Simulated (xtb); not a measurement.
xtb 6.7.1, GFN2-xTB: Mg(OH)(amdMe)(dme) (CC1[N](C)[Mg]2([OH])(<-[N]=1C)<-[O](C)CC[O]->2C), 34 atoms. The geometry is a generated start, not checked to be a minimum at this level.

* **method**: GFN2-xTB
* **--acc**: 1 (default)
* **--etemp (K)**: 300 (default)
* **detailed input (--input)**: none: ANC optimiser, Lindh (1995) Hessian, microcycle=20, maxdispl=1.0, hlow=0.01 (default)
* **basis functions**: 82
* **valence electrons**: 82

The structure is relaxed from this start with --opt LEVEL for the levels crude, sloppy, loose, lax, normal, tight, vtight, extreme, once each. Up to the end of the extreme run atoms move by at most 0.38 Å along an axis.

Task: Choose the cheapest level whose final energy lies within 1 meV of that of extreme.

Result: tight: 34 cycles against 44, ending 0.11 meV above.

| level | cycles | energy above the extreme run (meV) | gradient norm (eV/Å) |
|---|---|---|---|
| crude | 1 | 5.9 | 0.15 |
| sloppy | 1 | 5.9 | 0.15 |
| loose | 1 | 5.9 | 0.15 |
| lax | 2 | 5.4 | 0.056 |
| normal | 11 | 1.6 | 0.017 |
| tight | 34 | 0.11 | 0.0082 |
| vtight | 44 | under 0.01 | 0.0025 |
| extreme | 44 | — | 0.0025 |
